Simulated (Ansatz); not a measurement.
## GaCuSe2: uniaxial strain ε_xx = −3.00 %

The reference is GaCuSe₂ in the chalcopyrite structure (space group I-42d, No. 122; a = 5.570 Å, c = 11.075 Å). Axes: x, y, z lie along a, b, c of the conventional cell.

Perturbation: the cell is compressed by 3.00 % along x with no lateral relaxation; the atoms relax in the strained cell.

Level of theory: DFT with PBEsol, PAW potentials and a 420 eV plane-wave cutoff in Ansatz (a quantum-chemistry and plane-wave program), without spin-orbit coupling. k-mesh 8×8×8 (Γ-centred); smearing 0.05 eV (Fermi–Dirac).

```json
[
 {"quantity": "volume per atom", "base": "21.47 Å³", "changed": "20.83 Å³", "shift": "-0.64 Å³"},
 {"quantity": "space group", "base": "I-42d (No. 122)", "changed": "I2_12_12_1 (No. 24)", "shift": "–"},
 {"quantity": "shortest interatomic distance", "base": "2.381 Å", "changed": "2.356 Å", "shift": "-0.025 Å"},
 {"quantity": "energy relative to the base (free energy F)", "base": "0 meV/atom", "changed": "+6.0 meV/atom", "shift": "+6.0 meV/atom"},
 {"quantity": "pressure (mean of the normal stresses, compression positive)", "base": "0.0 kbar", "changed": "23.0 kbar", "shift": "+23.0 kbar"},
 {"quantity": "band gap", "base": "0.12 eV", "changed": "0.26 eV", "shift": "+0.14 eV"},
 {"quantity": "gap character", "base": "direct at Γ", "changed": "direct at Γ", "shift": "–"},
 {"quantity": "electron mass", "base": "–", "changed": "0.044 mₑ along y, 0.034 mₑ across (at Γ)", "shift": "–"},
 {"quantity": "valence-band top at Γ (three highest levels, from the VBM)", "base": "0.00, -0.09, -0.09 eV", "changed": "0.00, 0.00, -0.10 eV", "shift": "–"},
 {"quantity": "largest internal atomic displacement", "base": "–", "changed": "0.010 Å", "shift": "–"},
 {"quantity": "stress (xx, yy, zz, yz, xz, xy; compression positive)", "base": "–", "changed": "(3.03, 1.93, 1.93, 0.00, 0.00, 0.00) GPa", "shift": "–"}
]
```

Masses are band curvatures over ±0.01 Å⁻¹ around the edge. Whether these cells are dynamically stable was not tested. All final runs are without spin polarisation. The zero or small gap of GaCuSe2 can change with the level of theory. k-point labels follow each cell's own Brillouin zone.
